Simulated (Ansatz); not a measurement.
How the Voigt–Reuss–Hill bulk modulus of fluorite PbF2 (high-temperature phase) moves with the method

No measured value is used here.

| level (code) | value (GPa) | cell (Å³/atom) |
|---|---|---|
| B3LYP (VWN-RPA form) (Ansatz) | 68.3 | 18.03 |
| LC-ωPBE (Ansatz) | 72.8 | 17.49 |
| r²SCAN0 (Ansatz) | 78.9 | 17.13 |
| r²SCANh (Ansatz) | 77.9 | 17.22 |
| Hartree–Fock (Ansatz) | 64.6 | 18.46 |

Density-functional levels without +SOC have no spin–orbit coupling. Each level is taken at its own relaxed cell. Cutoffs differ between the levels. Ansatz's density-functional and Hartree–Fock values are scalar-relativistic unless marked +SOC, with PAW data made under PBE.

Ansatz is an electronic-structure program.
